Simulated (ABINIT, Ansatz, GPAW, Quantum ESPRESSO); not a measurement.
## Code comparison for LaPt5 (P6/mmm, 6 atoms in the cell)

Self-consistent single point.

```
CELL_PARAMETERS angstrom
      5.42855     0.00000     0.00000
     -2.71428     4.70126     0.00000
      0.00000     0.00000     4.39333
ATOMIC_POSITIONS crystal
  La 0.00000 0.00000 0.00000
  Pt 0.33333 0.66667 0.00000
  Pt 0.66667 0.33333 0.00000
  Pt 0.50000 0.00000 0.50000
  Pt 0.50000 0.50000 0.50000
  Pt 0.00000 0.50000 0.50000
```

All programs got the same cell, k-point mesh and kind of occupations (in Ansatz's words: kpoints.mp_grid.grid = 6 6 7; scf.occupations.method = gaussian; scf.occupations.width = 0.0073 Ry); potentials, basis and cutoffs are each program's usual ones.

```csv
code,model,pressure (GPa),cutoff
Ansatz,"LDA (PW92), PAW files made with PBE",-8.23,default
ABINIT,"LDA (PW92), PAW (JTH v2.0 LDA PAW)",-7.78,26 Ha
Quantum ESPRESSO,"LDA (PZ), GBRV 1.5 ultrasoft (LDA) pseudopotentials",-9.01,40 Ry
GPAW,"LDA (Perdew-Wang 92), GPAW PAW datasets LDA (gpaw-data 1.0.1)",-8.55,850 eV
```

The spread over the programs that give each value: pressure within 1.23 GPa.

The starting cell comes from a database of computed structures (which also holds hypothetical and non-ambient phases and stackings), without a prior relaxation at this level. On Ansatz's run: Spin-orbit coupling is off. Spin polarisation is off. In the base run, with a pressure of about -8 GPa the cell is away from its equilibrium volume at this level.

**Question.** Why do the programs differ, and what cannot be compared?

**Answer.** Differences of this kind can come from the potentials, where these differ, and from what each basis and cutoff leave unconverged. The valence holds different numbers of electrons (Ansatz (an electronic-structure program) 101, ABINIT 61, Quantum ESPRESSO 91, GPAW 91). The zero of total energies and Fermi levels follows the potentials and each program's conventions, so they are not compared here. Ansatz's pressure is given at a fixed set of plane waves, as the other plane-wave codes print theirs; with its correction for the finite basis it is -8.20 GPa. Ansatz's smearing width was typed in Ry to four decimals, so it matches the others to a few per cent. The same LDA comes in different parametrisations, which differ slightly.

Left out of this page: Elk and FLEUR (not drawn, or without a comparable value).

Keys are those of Ansatz 0.2.
